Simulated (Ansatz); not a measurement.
**What tensor shear ε_xy = +3.16 % does to hypothetical zinc blende TiP**

Start from TiP in the zinc blende structure (space group F-43m, No. 216; a = 5.540 Å; a hypothetical phase, not in the database extracts checked; relaxed with 0.1 eV smearing). Axes: x, y, z lie along the cube axes.

It is then changed as follows: tensor shear ε_xy = +3.16 % (engineering shear γ = 0.0632); the atoms relax in the strained cell.

Method: r2SCAN (Ansatz, a program for electronic structure, PAW, spin-orbit coupling left out). Settings: 18×18×18 k-points, 0.1 eV Fermi–Dirac smearing.

```tsv
quantity	base	changed	shift
volume per atom	21.26 Å³	21.24 Å³	-0.02 Å³
space group	F-43m (No. 216)	Imm2 (No. 44)	–
shortest interatomic distance	2.399 Å	2.394 Å	-0.005 Å
energy relative to the base (free energy F)	0 meV/atom	+2.6 meV/atom	+2.6 meV/atom
pressure (mean of the normal stresses, compression positive)	0.0 GPa	-0.2 GPa	-0.2 GPa
band gap	zero	zero	–
largest internal atomic displacement	–	0.038 Å	–
stress (xx, yy, zz, yz, xz, xy; compression positive)	–	(0.0, 0.0, -0.4, 0.0, 0.0, -0.7) GPa	–
```

Final structure:

```
CELL_PARAMETERS angstrom
      0.08754     2.77013     2.77013
      2.77013     0.08754     2.77013
      2.85766     2.85766     0.00000
ATOMIC_POSITIONS crystal
  P  0.75678 0.75678 0.74322
  Ti 0.99322 0.99322 0.00678
```

Stability against distortions was not tested. All final runs are without spin polarisation. An odd electron count without spin: TiP. TiP has a high density of states at the Fermi level and may be magnetic at this level.
